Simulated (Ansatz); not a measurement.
We consider ZrGeO₃ (model structure, started from the PbTiO3 type, P4mm, No. 99, 5 atoms in the cell), described by r²SCAN in Ansatz (PAW).

Run with plane-wave cutoff 560 eV, 8×8×8 k mesh, Fermi–Dirac smearing 0.01 eV, scalar-relativistic PAW data made under PBE.

Cell (relaxed with PBEsol):

```xyz
5
Lattice="3.9869 0.0000 0.0000 0.0000 3.9869 0.0000 0.0000 0.0000 4.3427" Properties=species:S:1:pos:R:3 pbc="T T T"
Zr     1.9935     1.9935     2.5142
Ge     0.0000     0.0000     0.8472
O      0.0000     1.9935     1.9523
O      1.9935     0.0000     1.9523
O      1.9935     1.9935     4.4166
```

### Question
Estimate the band gap, smallest direct gap on the k points sampled and direct gap at Γ that the calculation returns.

### Answer

- band gap = 1.65 eV
- smallest direct gap on the k points sampled = 2.54 eV
- direct gap at Γ = 4.04 eV

Note: the relaxation could raise the start's symmetry but not lower it, so the cell can be a saddle point; cell and atoms aren't relaxed at this level (largest force component 0.14 eV/Å, pressure 1.8 GPa).

Spin–orbit coupling is not included.

Computed values are for the static lattice.

The result took about 30 core-seconds (a rough figure).

A model structure was made by putting elements into a prototype or built by hand; it is no filed structure, need not be a known phase, and can be a saddle point held by its symmetry.

Ansatz is a quantum-chemistry and plane-wave program.
